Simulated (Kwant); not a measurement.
Model system: six-terminal Hall bar in a Si two-dimensional gas. Effective mass 0.19 mₑ, grid spacing 7.7 nm, hard walls, nominal width 200 nm (25 grid rows, so walls 200.2 nm apart), one parabolic valley, scattering region 520 nm long along x; energies count from the band bottom; Fermi energy 0.00111 eV. Four side probes 100 nm wide, two on each edge; current runs along x; the sign of the Hall resistance is a convention. Perpendicular field swept from 0.15181 to 3.097 T, also in the leads; orbital effect alone.

Constants are typed, rounded textbook-type inputs, not results; the design itself was drawn at random and stands for no fabricated device.

Kwant, effective-mass tight-binding model on a square grid, one spin, coherent transport at 0 K. Resistances are in h/e².

Task: How many Landau levels lie under the Fermi energy, and what Hall resistance follows, at 1.11 meV and 0.302 T; 1.11 meV and 1.55 T; 1.11 meV and 2.05 T; 1.11 meV and 2.55 T?

Result: ħωc = ħeB/m = 0.609 meV a tesla; levels lie at (n + ½)ħωc. E/ħωc = 6.04 gives 6 levels and h/(6e²) = 0.167; simulated 0.146, off the plateau. E/ħωc = 1.18 gives 1 level and h/(1e²) = 1.000; simulated 1.000. E/ħωc = 0.89 gives 1 level and h/(1e²) = 1.000; simulated 1.000. E/ħωc = 0.72 gives 1 level and h/(1e²) = 1.000; simulated 1.000. The count is that of a wide sample; where the walls of bar or probes squeeze the orbits, it misses.
